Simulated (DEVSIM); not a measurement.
System: Schottky contact on n-type Si, at 300 K.

```tsv
layer (left to right)	material	thickness (μm)	Nd (cm⁻³)	τn (s)	τp (s)
1	Si	5.90	1.7e17	8.8e-7	8.8e-7
```

Left contact: Schottky, work function 4.88 eV, emission velocity 7.7e6 cm/s. Right contact: ohmic. Voltage is applied to the left contact. Recombination: SRH at mid-gap. Mobility is constant in doping.

Constants are typed, rounded textbook-type inputs, not results; the design itself was drawn at random and stands for no fabricated device. Values at 300 K; Nc and Nv go as T^1.5, mobilities as T to minus their exponent, the gap by Varshni's rule with the affinity fixed.

| parameter | Si |
|---|---|
| gap (eV) | 1.124 |
| affinity (eV) | 4.05 |
| permittivity | 11.7 |
| Nc (cm⁻³) | 2.86e19 |
| Nv (cm⁻³) | 3.1e19 |
| μn (cm²/Vs) | 1417 |
| μp (cm²/Vs) | 470 |
| T exponent of μn | 2.3 |
| T exponent of μp | 2.2 |
| Varshni α (eV/K) | 0.000473 |
| Varshni β (K) | 636 |

Model (solved in DEVSIM): 1D drift-diffusion, Boltzmann statistics, complete ionisation; no tunnelling, impact ionisation, image-force lowering or self-heating. Metal contacts follow the ideal Schottky-Mott rule: no Fermi-level pinning, no interface dipoles.

The temperature was swept, all else fixed.

| temperature (K) | dark forward voltage at 100 A/cm² (V) | dark forward voltage at 1 A/cm² (V) | potential step across the device at zero bias (V) |
|---|---|---|---|
| 250 | 0.563 | 0.462 | 0.725 |
| 300 | 0.503 | 0.382 | 0.697 |
| 350 | 0.443 | 0.301 | 0.668 |
| 400 | 0.382 | 0.219 | 0.638 |
| 450 | 0.320 | 0.137 | 0.608 |
| 500 | 0.258 | 0.065 | 0.576 |

From the first row to the last the dark forward voltage at 100 A/cm² goes from 0.563 to 0.258. From the first row to the last the dark forward voltage at 1 A/cm² goes from 0.462 to 0.065.
